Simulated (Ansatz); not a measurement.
Consider HfB₂ (space group P6/mmm, No. 191; a = 3.128 Å, c = 3.446 Å; relaxed with 0.1 eV smearing). Axes: x lies along a and z along c of the hexagonal cell.

Calculations: PBEsol in Ansatz (plane waves to 420 eV, PAW, no SOC).

For the base:

The band gap is zero.

The change: biaxial strain +1.00 %, plane normal [001], relaxed out of plane (Cartesian); in-plane vectors clamped, the third vector and the atoms free.

Q: What does the calculation give for the out-of-plane strain after the change?

A: The out-of-plane strain is -0.55 %.

Q: Predict the new in-plane stress.

A: The mean in-plane stress (compression positive) comes out as -5.9 GPa.

Q: Estimate the effect on the band gap.

A: The band gap stays zero.

Stability against distortions was not tested. All final runs are without spin polarisation.

Ansatz is a first-principles code.
